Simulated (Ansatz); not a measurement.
Functionals compared on a constructed model of the (0001) surface of hcp Ru, a pseudomorphic layer of Co in the host's stacking (bottom of the slab: a bare face, its two planes held), in Ansatz (plane waves, PAW). The structure was relaxed with PBE; the other rows are single points on it. Cutoff 420 eV.

Slab: 7 atoms, 13.1 Å thick at the start with caps and adatoms (thin: gaps and levels are the slab's own); k 16x16x1, smearing 0.1 eV, dipole-corrected; 2 atoms held, the rest relaxed; start symmetry kept, larger cells not searched; spin-polarised, ending with about 1.6 μB a cell; orders that need a larger cell were not tried, no spin-orbit, no U. In PBE it is, or lies within 0.01 eV a 1x1 cell of, the lowest of the 2 structures of its composition computed so far; subsurface sites and larger cells were not tried. These notes are the PBE run's.

| functional | work function of the top face (eV) | magnetic moment of the cell (μB) | rough cost of the single point |
|---|---|---|---|
| PBE | 4.59 | 1.64 | – |
| RPBE | 4.40 | 1.66 | very roughly 80 core-seconds |

Ansatz is an electronic-structure program.
